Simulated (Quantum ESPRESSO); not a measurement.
Checking a run of Quantum ESPRESSO on LaMg6Ga (Amm2, 8 atoms in the cell). The aim is a self-consistent single point with DFT, LDA (PZ), plane waves, GBRV 1.5 ultrasoft (LDA) pseudopotentials.

Cell that was meant: a = 5.2062 Å, b = 6.7913 Å, c = 6.7913 Å, α = 55.21°, β = 90.00°, γ = 90.00°.

Part of the input:

```fortran
    degauss = 0.0036749
/
&electrons
    conv_thr = 1.0d-2
/
ATOMIC_SPECIES
La   138.9055  la_lda_v1.uspp.F.UPF
```

Output (repeated stretches shortened):

```
     Message from routine setup:
     using ibrav=0 with symmetry is DISCOURAGED, use correct ibrav instead
     G-vector sticks info
   [... lines left out ...]
        k(    2) = (   0.0000000  -0.2757191   0.1441814), wk =   0.2222222
        k(    3) = (   0.0000000   0.0000000   0.2883628), wk =   0.1111111
   [... 9 lines left out ...]

     Dense  grid:    88833 G-vectors     FFT dimensions: (  50,  72,  72)

     Smooth grid:    63505 G-vectors     FFT dimensions: (  45,  60,  60)

     Initial potential from superposition of free atoms

     starting charge      87.1701, renormalised to      90.0000

     negative rho (up, down):  8.684E-02 0.000E+00
     Self-consistent Calculation

     iteration #  1     ecut=    50.00 Ry     beta= 0.70

     negative rho (up, down):  4.424E-02 0.000E+00

     total energy              =   -1265.28330481 Ry
     estimated scf accuracy    <       4.30477458 Ry

     iteration #  2     ecut=    50.00 Ry     beta= 0.70

     negative rho (up, down):  5.424E-02 0.000E+00

     total energy              =   -1266.72405174 Ry
     estimated scf accuracy    <       5.30191783 Ry

     iteration #  3     ecut=    50.00 Ry     beta= 0.70

     negative rho (up, down):  6.264E-02 0.000E+00

     total energy              =   -1267.51978304 Ry
     estimated scf accuracy    <       0.22243849 Ry

     iteration #  4     ecut=    50.00 Ry     beta= 0.70

     negative rho (up, down):  6.421E-02 0.000E+00

     total energy              =   -1267.57573371 Ry
     estimated scf accuracy    <       0.02099200 Ry

     iteration #  5     ecut=    50.00 Ry     beta= 0.70

     negative rho (up, down):  6.440E-02 0.000E+00
     End of self-consistent calculation

     the Fermi energy is     6.6161 ev

!    total energy              =   -1267.57748516 Ry
     estimated scf accuracy    <       0.00652551 Ry
     smearing contrib. (-TS)   =      -0.00250166 Ry
     internal energy E=F+TS    =   -1267.57498349 Ry

     convergence has been achieved in   5 iterations

     negative rho (up, down):  6.440E-02 0.000E+00

     Forces acting on atoms (cartesian axes, Ry/au):

     atom    1 type  1   force =     0.00000000    0.00000000    0.00732434
     atom    2 type  2   force =     0.00000000    0.02188719    0.02668086
     atom    3 type  2   force =     0.00000000   -0.02188719    0.02668086
     atom    4 type  2   force =     0.00000000    0.00888507    0.00047465
   [... lines left out ...]
     Total force =     0.064685     Total SCF correction =     0.162204
   [... lines left out ...]

     negative rho (up, down):  6.440E-02 0.000E+00
          total   stress  (Ry/bohr**3)                   (kbar)     P=     -185.62
  -0.00136165   0.00000000   0.00000000         -200.31        0.00        0.00
   0.00000000  -0.00125152   0.00000000            0.00     -184.10        0.00
   0.00000000   0.00000000  -0.00117232            0.00        0.00     -172.45

   JOB DONE.
```

Task: Can these results be used? Check the input.

Result: The run is not sound. The fault is a convergence threshold that is too loose. A loop that stops early leaves an energy error of second order in the density error, but errors of first order in forces and stress. To fix it, tighten the threshold. The run converged in 5 iterations without an error; against the sound input the free energy goes up by 6.3 meV/atom, the pressure goes from -2.66 to -18.56 GPa and the largest force goes from 0.233 to 0.887 eV/Å. The full log also holds: “SCF correction compared to forces is large: reduce conv_thr to get better values”.

An input that runs soundly differs in these lines (not the only fix; some lines may just follow from the change or write a value another way):
```diff
-    conv_thr = 1.0d-2
+    conv_thr = 1.0e-11
```

With that input, the run converged in 15 iterations: free energy E − TS -17246.3208 eV; Fermi level (on the code's own zero) 6.62 eV; pressure -2.66 GPa; largest force (vector length) 0.233 eV/Å (DFT, LDA (PZ), plane waves, GBRV 1.5 ultrasoft (LDA) pseudopotentials).

On the sound input: the starting cell comes from a database of computed structures (which also holds hypothetical and non-ambient phases and stackings), without a prior relaxation at this level. Without a gap this mesh is coarse (it stands for a supercell whose shortest vector is 19 Å).
